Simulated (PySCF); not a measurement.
PySCF 2.14.0, PBE0/def2-svp, df: Ta(O)(F)2(Cl) ([O]=[Ta]([F])([F])[Cl]), 5 atoms. The geometry is a generated start, not checked to be a minimum at this level.

```yaml
task: energy
method: pbe0
basis: def2-svp
two_electron_scheme: density fitting
mol.max_memory: 3000 MB
mf.max_cycle: 100
mf.conv_tol: 1e-09 (default)
mf.grids.level: 3 (default)
effective_core_potentials: those of the basis set, past Kr
basis_functions: 92
grid_points: 85496
```

```xyz
5

Ta     0.1308     0.1324    -0.0524
O      1.5646    -0.5670    -0.6345
F      0.3300     1.0291     1.5448
F     -0.8602     0.9778    -1.3568
Cl    -1.1653    -1.5723     0.4989
```

Charge 0 and multiplicity 1 are set for this test and not shown to be the ground state.

With the defaults (mf.DIIS = CDIIS, mf.diis = true, mf.init_guess = minao, mf.level_shift = 0, mf.damp = 0, mf.diis_start_cycle = 1, mf.diis_space = 8) it converges in 13 Fock builds. One run each on 2 threads, 1 BLAS thread, with these changes:
- mf.init_guess = mod_huckel
- mf.diis = false
- mf.damp = 0.3, mf.diis_start_cycle = 4
- mf.DIIS = EDIIS
- mf.level_shift = 1 Hartree
- mf.diis_space = 5
- mf.diis = false, mf.damp = 0.7, mf.diis_start_cycle = 999
- mf.init_guess = huckel
- mf.level_shift = 0.3 Hartree

Problem. Which runs fail or end elsewhere than the default run?

Solution. No convergence: mf.DIIS = EDIIS; mf.diis = false (the run ends without SCF convergence in 100 cycles). The rest reach the solution of the defaults.

```csv
setting,Fock builds,end
the defaults,13,same solution
mf.diis_space = 5,14,same solution
mf.init_guess = mod_huckel,15,same solution
mf.init_guess = huckel,16,same solution
mf.level_shift = 0.3 Hartree,16,same solution
"mf.damp = 0.3, mf.diis_start_cycle = 4",19,same solution
"mf.diis = false, mf.damp = 0.7, mf.diis_start_cycle = 999",28,same solution
mf.level_shift = 1 Hartree,31,same solution
mf.DIIS = EDIIS,101,no convergence
mf.diis = false,101,no convergence
```
